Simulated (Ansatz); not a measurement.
MoRu₃ (P6_3/mmc), PBEsol, DFPT electron-phonon coupling, linearised Boltzmann equation (Ansatz, an electronic-structure program). Phonon-limited resistivity 12.3 μΩ·cm at 300 K along z (a = (5.43, 0.00, 0.00) Å; b = (-2.72, 4.70, 0.00) Å; c = (0.00, 0.00, 4.31) Å), 16.8 μΩ·cm at 400 K, current-weighted mean free path 4.5 nm, Drude plasma energy 7.75 eV.

### Question
Estimate the electronic thermal conductivity at 300 K by the Wiedemann-Franz law (L₀ = 2.44×10⁻⁸ W·Ω/K²).

### Answer
L₀T/ρ = 2.44×10⁻⁸ × 300/(12.3×10⁻⁸) = 59.5 W/(m·K). Inelastic scattering puts the true Lorenz number somewhat under L₀ near and below the Debye temperature.

### Question
What temperature coefficient of resistance follows, and how does it compare with 1/T?

### Answer
(ρ₄₀₀ − ρ₃₀₀)/(100 K × ρ₃₀₀) = 3.66×10⁻³ K⁻¹, against 1/T = 3.33×10⁻³ K⁻¹ for a resistivity proportional to T. It lies higher because phonons are still being populated at 300 K; impurities would add a constant and lower it.

### Question
What is the classical skin depth at 10 GHz (nonmagnetic, μ₀ = 1.257×10⁻⁶ H/m)?

### Answer
δ = √(ρ/(π f μ₀)) = 1770 nm.

A metal at this level (no band gap). Only scattering by harmonic phonons is included (no impurities, grain boundaries, electron-electron scattering or thermal expansion). Spin-orbit coupling is left out. Halving the electron mesh (20x20x20) moves the resistivity by up to 4 % at 300 K, the mean free path by up to 7 %. Smearing 0.20 eV; phonons on a 3x3x3 q mesh, which this run doesn't test.

Computed structure with no diffraction record at hand here (it may be known, metastable or hypothetical): MoRu3 (P6_3/mmc).
